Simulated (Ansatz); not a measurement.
**Effect of isotropic strain +4.33 % on HfSi2**

Take HfSi$_{2}$ (space group Cmcm, No. 63; a = 3.683 Å, b = 14.598 Å, c = 3.658 Å) as the base.

Modification: every lattice vector is stretched by 4.33 %, atoms relaxed at fixed cell.

Level of theory: Kohn–Sham DFT with the PBE functional, run in Ansatz (a first-principles code) with PAW and 420 eV plane waves, no spin-orbit coupling. Settings: 13×13×13 k-points, 0.05 eV Fermi–Dirac smearing.

The volume per atom goes up by 2.22 Å³, from 16.39 Å³ to 18.61 Å³ and the space group remains Cmcm (No. 63). The shortest interatomic distance grows by 0.072 Å (2.421 Å → 2.493 Å) and the energy rises by 99 meV/atom. The pressure (mean of the normal stresses, compression positive) goes from zero to -12.8 GPa and the band gap stays zero. The largest internal atomic displacement is 0.025 Å.

Final structure:

```
CELL_PARAMETERS angstrom
      1.92112    -7.61506     0.00000
      1.92112     7.61506     0.00000
      0.00000     0.00000     3.81661
ATOMIC_POSITIONS crystal
  Si 0.94734 0.05266 0.75000
  Si 0.05266 0.94734 0.25000
  Si 0.24971 0.75029 0.75000
  Si 0.75029 0.24971 0.25000
  Hf 0.60717 0.39283 0.75000
  Hf 0.39283 0.60717 0.25000
```

No phonon test of stability was made. All final runs are without spin polarisation.
